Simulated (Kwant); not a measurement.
Model system: wire with a side stub in a GaN two-dimensional gas. Effective mass 0.22 mₑ, grid spacing 5 nm, hard walls, nominal width 150 nm (29 grid rows, so walls 150 nm apart), one parabolic valley, scattering region 450 nm long along x; energies count from the band bottom; Fermi energy swept from 6.0773e-05 to 0.00072167 eV. Closed stub on one side, 210 nm wide and 88 nm deep.

Constants are typed, rounded textbook-type inputs, not results; the design itself was drawn at random and stands for no fabricated device.

Model: effective-mass tight-binding model on a square grid, one spin, coherent transport at 0 K (Kwant). Conductance is in e²/h.

Question: How many channels do the leads carry at E = 0.411, 0.511, 0.622 meV?

Answer: The hard-wall thresholds are n² ħ²π²/(2mW²) = n² × 0.0760 meV with W = 150 nm. √(0.411/0.0760) = 2.33, so 2. √(0.511/0.0760) = 2.59, so 2. √(0.622/0.0760) = 2.86, so 2.
